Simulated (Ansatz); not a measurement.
Data:

```
ZnSe
1.0
    0.04028     2.81667     2.81667
    2.81667     0.04028     2.81667
    2.85694     2.85694     0.00000
Zn Se
1 1
Direct
  0.00253   0.00253   0.99747
  0.24747   0.24747   0.25253
```

No spin polarisation.

All numbers come from Ansatz (a quantum-chemistry and plane-wave program) PBEsol, spin-orbit coupling left out. Γ-centred 10×10×10 mesh, Fermi–Dirac width 0.05 eV.

**Question.** What is the computed gap character?

**Answer.** Direct at Γ.

**Question.** What is the computed valence-band top at Γ (three highest levels, from the VBM)?

**Answer.** 0.00, -0.09, -0.17 eV.

The cells carry an imposed strain or load. Stability against distortions was not tested. The cell was made from ZnSe in the zinc blende structure (space group F-43m, No. 216) by this change: tensor shear ε_xy = +1.43 %.
